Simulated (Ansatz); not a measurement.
**Element substitutions in GaN**

Base system: GaN in the zinc blende structure (space group F-43m, No. 216; a = 4.5488 Å).

Each row replaces one element on all its sites; cell and atoms are relaxed.

Calculations: PBE (Ansatz, a program for electronic structure; PAW; 420 eV plane waves; no spin-orbit coupling), earlier PAW set.

Base values:

The band gap is 1.54 eV.

Q: The aim is a band gap between 3.14 eV and 3.46 eV. Which of these changes reaches it?
A) N → Sb
B) Ga → Al
C) Ga → B

A: B, Ga → Al. It gives 3.31 eV; N → Sb gives zero; Ga → B gives 4.46 eV. Changes not listed may reach it too

Spin-orbit coupling, missing from the scalar runs, can matter with Sb. Whether these cells are dynamically stable was not tested. All final runs are without spin polarisation. This is not the structure that GaN has at room temperature and ambient pressure. This is not the structure that AlN has at room temperature and ambient pressure. The zero or small gap of GaSb can change with the level of theory.
